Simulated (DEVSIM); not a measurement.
System: Schottky contact on p-type Si, at 300 K.

```
layer (left to right)  material  thickness (μm)  Na (cm⁻³)  τn (s)  τp (s)
---------------------  --------  --------------  ---------  ------  ------
1                            Si            1.60     3.4e15  1.5e-6  1.5e-6
2                            Si            8.10     1.1e18  1.5e-6  1.5e-6
```

Left contact: Schottky, work function 4.684 eV, emission velocity 6.2e6 cm/s. Right contact: ohmic. Voltage is applied to the left contact. Recombination: SRH at mid-gap, radiative. Mobility is constant in doping.

Constants are typed, rounded textbook-type inputs, not results; the design itself was drawn at random and stands for no fabricated device. Values at 300 K.

```tsv
parameter	Si
gap (eV)	1.124
affinity (eV)	4.05
permittivity	11.7
Nc (cm⁻³)	2.86e19
Nv (cm⁻³)	3.1e19
μn (cm²/Vs)	1417
μp (cm²/Vs)	470
B (cm³/s)	4.7e-15
```

DEVSIM, 1D drift-diffusion, Boltzmann statistics, complete ionisation; no tunnelling, impact ionisation, image-force lowering or self-heating. Metal contacts follow the ideal Schottky-Mott rule: no Fermi-level pinning, no interface dipoles.

Problem. Give the dark forward current.

Solution. 
(V (V), J (A/cm²)): (-0.05, -0.51); (-0.15, -16); (-0.25, -98); (-0.35, -230); (-0.45, -380); (-0.55, -540); (-0.65, -700); (-0.80, -950); (-0.90, -1100); (-1.00, -1300); (-1.10, -1500); (-1.20, -1700); (-1.30, -1800); (-1.40, -2000)
